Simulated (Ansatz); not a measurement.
**TiPd, pressure series**

The parent structure is TiPd in the CsCl type structure (space group Pm-3m, No. 221; a = 3.132 Å).

Cell and atoms are relaxed at each pressure.

Computed with Kohn–Sham DFT with the PBEsol functional, run in Ansatz (a first-principles code) with PAW and 420 eV plane waves, scalar-relativistic without spin-orbit coupling.

```
pressure (GPa)  volume per atom (Å³/atom)
--------------  -------------------------
-2                                 15.551
-1                                 15.457
0                                  15.364
0.3                                15.338
0.7                                15.302
1.5                                     ?
3                                  15.108
7.5                                14.760
10                                 14.584
```

**Question.** Fit the third-order Birch–Murnaghan form P(V) = (3B₀/2)[(V₀/V)^(7/3) − (V₀/V)^(5/3)]·[1 + (3/4)(B₀′ − 4)((V₀/V)^(2/3) − 1)] (squares taken in P) to the rows shown and predict the withheld row.

**Answer.** Least squares on the printed values gives V₀ = 15.365 Å³/atom, B₀ = 171 GPa, B₀′ = 4.4; this predicts 15.233 Å³/atom, and the run gives 15.233 Å³/atom, in agreement.

Load acts through the strain it causes; cell and atoms are relaxed under it. Whether these cells are dynamically stable was not tested. Competing high-pressure phases were not computed. The final runs are not spin-polarised.
